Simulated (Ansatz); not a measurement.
# Hypothetical P6_3/mmc PtSe2: thickness series

Base system: PtSe₂ in the 2H-MoS2 type structure (space group P6_3/mmc, No. 194; a = 3.505 Å, c = 10.740 Å; a hypothetical phase, not in the database extracts checked; layered, stacked along the Cartesian z axis).

Free-standing slabs (3 atom(s) a layer) normal to the stacking axis with 15 Å of vacuum; in-plane cell relaxed.

Calculations: PBEsol-D3(BJ)/PAW in Ansatz (a quantum-chemistry and plane-wave program), no SOC.

Notes on the quantities. excess energy per area of both faces: slab less bulk energy over the cell's area: twice a surface energy; uncertain by up to 0.2 J/m²; layer's space group: with vacuum.

```json
[
 {"change": "base", "excess energy per area of both faces": "–", "layer's space group": "–", "thickness between the outermost nuclei": "–", "shortest interatomic distance": "2.536 Å", "in-plane lattice parameter a": "3.505 Å"},
 {"change": "1 layer", "excess energy per area of both faces": "1.30 J/m²", "layer's space group": "P-6m2 (No. 187)", "thickness between the outermost nuclei": "3.01 Å", "shortest interatomic distance": "2.524 Å", "in-plane lattice parameter a": "3.508 Å"},
 {"change": "2 layers", "excess energy per area of both faces": "1.3 J/m²", "layer's space group": "P-3m1 (No. 164)", "thickness between the outermost nuclei": "8.55 Å", "shortest interatomic distance": "2.505 Å", "in-plane lattice parameter a": "3.481 Å"},
 {"change": "3 layers", "excess energy per area of both faces": "1.3 J/m²", "layer's space group": "P-6m2 (No. 187)", "thickness between the outermost nuclei": "13.90 Å", "shortest interatomic distance": "2.501 Å", "in-plane lattice parameter a": "3.493 Å"},
 {"change": "4 layers", "excess energy per area of both faces": "1.2 J/m²", "layer's space group": "P-3m1 (No. 164)", "thickness between the outermost nuclei": "19.26 Å", "shortest interatomic distance": "2.500 Å", "in-plane lattice parameter a": "3.495 Å"}
]
```

Slab and bulk use different k-meshes, which limits the precision of the excess energy. Whether these cells are dynamically stable was not tested. All final runs are without spin polarisation. PtSe2 has a high density of states at the Fermi level and may be magnetic at this level.
